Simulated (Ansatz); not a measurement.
# SiO2: energy against strain

SiO2 (rutile, P4_2/mnm, 8.046 Å³/atom and stress up to 0.01 GPa in the relaxed cell, c along z) under a strain ε along c (axis z), the other axes held. PBE in Ansatz, a plane-wave DFT program (PAW, default set), 420 eV, 8×8×12 Γ-centred mesh, Fermi-Dirac smearing 0.05 eV; ions are relaxed, or left where forces stay under 0.02 eV/Å, within the symmetry of each cell.

Here s stands for strain and y for E less E0.

| strain (%) | E less E0 (meV/atom) |
|---|---|
| -3.00 | ? |
| -1.20 | 2.56 |
| -0.60 | 0.63 |
| 0.00 | 0.00 |
| 0.60 | 0.59 |
| 1.20 | 2.41 |

Taking a parabola for y over the 5 complete rows: Least squares gives y = -0.008 - 0.0567·s + 1.7302·s². Residuals (row less fit): 0.008, -0.019, 0.008, 0.009, -0.005; standard error 0.017 (degrees of freedom: 2). Twice the quadratic coefficient over the volume, 2 × 1.7302 meV × 10⁴ × 0.1602 / 8.046 Å³, is the elastic constant C33 = 689 ± 5 GPa (± standard error of the fit, which holds the terms cut off).

Problem. What does the fit predict for y at s = -3.00, and how far is the calculated value from it?

Solution. y = -0.008 - 0.0567 × (-3.0) + 1.7302 × (-3.0)² = 15.734 meV/atom. The calculation gives 16.74 meV/atom, 1.006 meV/atom above the prediction (6.0 % of the range of y in the table). The row lies outside the fitted rows, so this is an extrapolation. From the scatter of the fitted rows alone, a prediction at this place has a standard error of 0.112 meV/atom, so the miss is 9.0 times that.

A polynomial of degree 3 through the 10 other runs of the series gives 16.73 there, so most of the miss is curvature that the fit leaves out. SiO2 is here stishovite, a high-pressure form. Rows are the converged runs of the series near zero and its far end; series whose fitted rows scatter by over a few per cent of the range, as at a crossing or softening among them, aren't shown in this form, nor equations of state whose B0' disagrees with the runs' pressures. Most that stay on the fit to the last digits aren't either.
